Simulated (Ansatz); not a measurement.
The reference is BP in the zinc blende structure (space group F-43m, No. 216; a = 4.537 Å).

The change: cell and atoms relaxed at a pressure of 9 GPa.

Levels (all Ansatz, a program for electronic structure, PAW): r2SCAN (500 eV, spin-orbit coupling left out); HSE06+SOC (420 eV, spin-orbit coupling included).

The geometry is relaxed with r2SCAN.

```
Quantity                                   Result
----------------------------  -------------------
r2SCAN valence-band top at Γ  0.00, 0.00, 0.00 eV
r2SCAN band gap                           1.34 eV
```

With HSE06+SOC at the same geometry, the valence-band top at Γ (three highest Kramers pairs, from the VBM) goes from 0.00, 0.00, 0.00 eV to 0.00, 0.00, -0.04 eV; the band gap goes up by 0.53 eV, from 1.34 eV to 1.87 eV. The threefold valence maximum splits by Δso ≈ 45 meV.

Single points use the geometry relaxed with r2SCAN. Their cutoffs differ, which shifts pressures a little. HSE06 was sampled on its mesh, a few special points and the semilocal edge points, so its gap is an upper bound. The spin-orbit shifts are approximate. Load acts through the strain it causes; cell and atoms are relaxed under it. Stability against distortions was not tested. No other phases were tried under pressure.
